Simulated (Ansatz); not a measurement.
AlN (P6_3mc) under uniaxial stress zz (compression positive): hole mass along z by PBEsol with spin-orbit coupling, rigid bands (plane waves, PAW; Ansatz, a quantum-chemistry and plane-wave program). The unloaded cell, whose axes the loads refer to:

```
AlN
1.0
    3.11376     0.00000     0.00000
   -1.55688     2.69659     0.00000
    0.00000     0.00000     4.98369
Al N
2 2
Cartesian
  1.55688   0.89886   2.48697
  0.00000   1.79773   4.97882
  1.55688   0.89886   4.39052
  0.00000   1.79773   1.89867
```

```
uniaxial stress zz (compression positive) (GPa)  volume per atom (Å³)  hole mass along z (mₑ)
-----------------------------------------------  --------------------  ----------------------
-2                                                              10.50                       ?
-1                                                              10.48                   0.434
0                                                               10.46                   0.412
1                                                               10.44                   0.396
2                                                               10.42                   0.383
```

### Question
Fit a straight line to ln(hole mass along z) against the load over the rows given, and predict the row at -2 GPa.

### Answer
The means are x̄ = 0.500 GPa and ȳ = -0.9019; Σ(x − x̄)(y − ȳ) = -0.2073 and Σ(x − x̄)² = 5.000, so the slope is -4.15 % per GPa, and the rows given lie within 0.56 % of the line. At -2 GPa the line gives 0.450 mₑ; the calculation gives 0.465 mₑ, 3.2 % from it, so the trend bends or changes character over this range.

Masses are for dilute carriers at 300 K, harmonic means over directions unless an axis is named. Stresses and pressures are the targets of the relaxation. The structure type is held at every load. Geometry: cell and atoms relaxed with PBEsol.
